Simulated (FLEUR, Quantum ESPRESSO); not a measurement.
A Quantum ESPRESSO input for a self-consistent single point of ZrNbCN (R3m, 4 atoms in the cell) (DFT, LDA (PZ), plane waves, GBRV 1.5 ultrasoft (LDA) pseudopotentials):

```fortran
&CONTROL
 calculation = 'scf'
 prefix = 'ZrNbCN'
 outdir = './work'
 pseudo_dir = './'
 verbosity = 'high'
 tprnfor = .true.
 tstress = .true.
/
&SYSTEM
 ibrav = 5
 celldm(1) = 10.33574001
 celldm(4) = 0.8350669821
 nat = 4
 ntyp = 4
 ecutwfc = 40
 ecutrho = 320
 occupations = 'smearing'
 smearing = 'fermi-dirac'
 degauss = 0.0073499
/
&ELECTRONS
 conv_thr = 1.0d-10
 mixing_beta = 0.5
/
ATOMIC_SPECIES
Zr    91.2240  zr_lda_v1.uspp.F.UPF
Nb    92.9064  nb_lda_v1.uspp.F.UPF
C     12.0110  c_lda_v1.2.uspp.F.UPF
N     14.0070  n_lda_v1.2.uspp.F.UPF
ATOMIC_POSITIONS {alat}
Zr    0.00000000    0.00000000    0.71421746
Nb    0.00000000    0.00000000    2.11357706
C     0.00000000    0.00000000    0.00928327
N     0.00000000    0.00000000    1.40832022
K_POINTS {automatic}
11 11 11  0 0 0
```

Problem. Write the same calculation as an input for FLEUR.

Solution. One input that does it (others would too):

Input of the input generator:

```
ZrNbCN
&input film=f /
2.9681126605 1.7136401390 9.7509623253
-2.9681126605 1.7136401390 9.7509623253
-0.0000000000 -3.4272817915 9.7509620593
1.0
1.0 1.0 1.0

4
40 0.2523500000 0.2523500000 0.2523500000
41 0.7467770000 0.7467770000 0.7467770000
6 0.0032800000 0.0032800000 0.0032800000
7 0.4975930000 0.4975930000 0.4975930000

&comp jspins=1 /
&exco xctyp='vwn' /
&kpt div1=11 div2=11 div3=11 /
&end /
```

```xml
<?xml version="1.0" encoding="UTF-8" standalone="no"?>
<fleurInput fleurInputVersion="0.39">
   <comment>
      ZrNbCN                                                                                              
   </comment>
   <calculationSetup>
      <cutoffs Kmax="4.4" Gmax="17.6" GmaxXC="17.6" numbands="0"/>
      <scfLoop itmax="100" minDistance="0.00001" maxIterBroyd="99" imix="Anderson" alpha="0.05" precondParam="0.0" spinf="2.0"/>
      <coreElectrons ctail="T" frcor="F" kcrel="0" coretail_lmax="0"/>
      <xcFunctional name="vwn" relativisticCorrections="F"/>
      <magnetism jspins="1"/>
      <soc l_soc="F" theta="0.0" phi="0.0" spav="F"/>
      <expertModes spex="0" secvar="F"/>
      <geometryOptimization l_f="T" forcealpha="1.0" forcemix="BFGS" epsdisp="0.00001" epsforce="0.00001"/>
      <ldaU l_linMix="F" mixParam="0.05" spinf="1.0"/>
   </calculationSetup>
   <cell>
      <bzIntegration valenceElectrons="34.0" mode="hist" fermiSmearingEnergy="0.00367493">
         <kPointListSelection listName="default-1"/>
         <!-- k-points included here -->
         <xi:include xmlns:xi="http://www.w3.org/2001/XInclude" href="kpts.xml"> </xi:include>
      </bzIntegration>
      <!-- symmetry operations included here -->
      <xi:include xmlns:xi="http://www.w3.org/2001/XInclude" href="sym.xml"> </xi:include>
      <bulkLattice scale="1.0">
         <bravaisMatrix>
            <row-1>    2.9681126605000001     1.7136401390000000     9.7509623252999997</row-1>
            <row-2>   -2.9681126605000001     1.7136401390000000     9.7509623252999997</row-2>
            <row-3>    0.0000000000000000    -3.4272817915000000     9.7509620593000008</row-3>
         </bravaisMatrix>
      </bulkLattice>
   </cell>
   <atomSpecies>
      <species name="Zirconium (Zr)" element="Zr" atomicNumber="40">
         <mtSphere radius="2.56" gridPoints="903" logIncrement="0.014"/>
         <atomicCutoffs lmax="10" lnonsphr="8"/>
         <electronConfig flipSpins="F">
            <coreConfig>(1s1/2) (2s1/2) (2p1/2) (2p3/2) (3s1/2) (3p1/2) (3p3/2) (3d3/2) (3d5/2)</coreConfig>
            <valenceConfig>(4s1/2) (4p1/2) (4p3/2) (5s1/2) (4d3/2) (4d5/2)</valenceConfig>
            <stateOccupation state="(4d3/2)" spinUp="0.4" spinDown="0.4"/>
            <stateOccupation state="(4d5/2)" spinUp="0.6" spinDown="0.6"/>
         </electronConfig>
         <energyParameters s="5" p="5" d="4" f="4"/>
         <lo type="SCLO" l="0" n="4" eDeriv="0"/>
         <lo type="SCLO" l="1" n="4" eDeriv="0"/>
      </species>
      <species name="Niobium (Nb)" element="Nb" atomicNumber="41">
         <mtSphere radius="2.45" gridPoints="863" logIncrement="0.015"/>
         <atomicCutoffs lmax="10" lnonsphr="8"/>
         <electronConfig flipSpins="F">
            <coreConfig>(1s1/2) (2s1/2) (2p1/2) (2p3/2) (3s1/2) (3p1/2) (3p3/2) (3d3/2) (3d5/2)</coreConfig>
            <valenceConfig>(4s1/2) (4p1/2) (4p3/2) (5s1/2) (4d3/2) (4d5/2)</valenceConfig>
            <stateOccupation state="(5s1/2)" spinUp="0.5" spinDown="0.5"/>
            <stateOccupation state="(4d3/2)" spinUp="0.8" spinDown="0.8"/>
            <stateOccupation state="(4d5/2)" spinUp="1.2" spinDown="1.2"/>
         </electronConfig>
         <energyParameters s="5" p="5" d="4" f="4"/>
         <lo type="SCLO" l="0" n="4" eDeriv="0"/>
         <lo type="SCLO" l="1" n="4" eDeriv="0"/>
      </species>
      <species name="Carbon (C)" element="C" atomicNumber="6">
         <mtSphere radius="1.38" gridPoints="487" logIncrement="0.021"/>
         <atomicCutoffs lmax="6" lnonsphr="4"/>
         <electronConfig flipSpins="F">
            <coreConfig>(1s1/2)</coreConfig>
            <valenceConfig>(2s1/2) (2p1/2) (2p3/2)</valenceConfig>
            <stateOccupation state="(2p1/2)" spinUp="0.3333333333333" spinDown="0.3333333333333"/>
            <stateOccupation state="(2p3/2)" spinUp="0.6666666666667" spinDown="0.6666666666667"/>
         </electronConfig>
         <energyParameters s="2" p="2" d="3" f="4"/>
      </species>
      <species name="Nitrogen (N)" element="N" atomicNumber="7">
         <mtSphere radius="1.49" gridPoints="527" logIncrement="0.02"/>
         <atomicCutoffs lmax="6" lnonsphr="4"/>
         <electronConfig flipSpins="F">
            <coreConfig>(1s1/2)</coreConfig>
            <valenceConfig>(2s1/2) (2p1/2) (2p3/2)</valenceConfig>
            <stateOccupation state="(2p1/2)" spinUp="0.5" spinDown="0.5"/>
            <stateOccupation state="(2p3/2)" spinUp="1.0" spinDown="1.0"/>
         </electronConfig>
         <energyParameters s="2" p="2" d="3" f="4"/>
      </species>
   </atomSpecies>
   <atomGroups>
      <atomGroup species="Zirconium (Zr)">
         <relPos label="                   1">.2523500000 .2523500000 .2523500000</relPos>
         <force calculate="T" relaxXYZ="TTT"/>
      </atomGroup>
      <atomGroup species="Niobium (Nb)">
         <relPos label="                   2">-.2532230000 -.2532230000 -.2532230000</relPos>
         <force calculate="T" relaxXYZ="TTT"/>
      </atomGroup>
      <atomGroup species="Carbon (C)">
         <relPos label="                   3">.0032800000 .0032800000 .0032800000</relPos>
         <force calculate="T" relaxXYZ="TTT"/>
      </atomGroup>
      <atomGroup species="Nitrogen (N)">
         <relPos label="                   4">.4975930000 .4975930000 .4975930000</relPos>
         <force calculate="T" relaxXYZ="TTT"/>
      </atomGroup>
   </atomGroups>
   <output dos="F" band="F" slice="F">
      <checks vchk="F" cdinf="F"/>
      <bandDOS minEnergy="-.5*Htr" maxEnergy="0.5*Htr" sigma="0.015" storeEVData="T"/>
      <vacuumDOS vacdos="F" integ="F" star="F" nstars="0" locx1="0.0" locy1="0.0" locx2="0.0" locy2="0.0" nstm="0" tworkf="0.0"/>
      <unfoldingBand unfoldBand="F" supercellX="1" supercellY="1" supercellZ="1"/>
      <plotting iplot="0" polar="F">
         <plot TwoD="T" vec1="  1.0  0.0  0.0" vec2="  0.0  1.0  0.0" vec3="  0.0  0.0  1.0" zero="  0.0  0.0  0.0" file="plot"/>
      </plotting>
      <chargeDensitySlicing numkpt="0" minEigenval="0.0" maxEigenval="0.0" nnne="0" pallst="F"/>
      <specialOutput eonly="F"/>
      <magneticCircularDichroism mcd="F" energyLo="-10.0" energyUp="0.0"/>
   </output>
  <!-- We include the file relax.xml here to enable relaxations (see documentation) -->
  <xi:include xmlns:xi="http://www.w3.org/2001/XInclude" href="relax.xml"> <xi:fallback/> </xi:include>
</fleurInput>
```

Basis settings and potentials, where a program has them, do not carry over. This input uses DFT, LDA (Vosko-Wilk-Nusair), all-electron FLAPW (FLEUR), scalar-relativistic valence. LDA parametrisations can differ slightly between programs.

The starting cell comes from a database of computed structures (which also holds hypothetical and non-ambient phases and stackings), without a prior relaxation at this level. Its lattice was rescaled by a random factor within 2.5 % of one. For this run, on top of that: lattice scaled by 0.98.
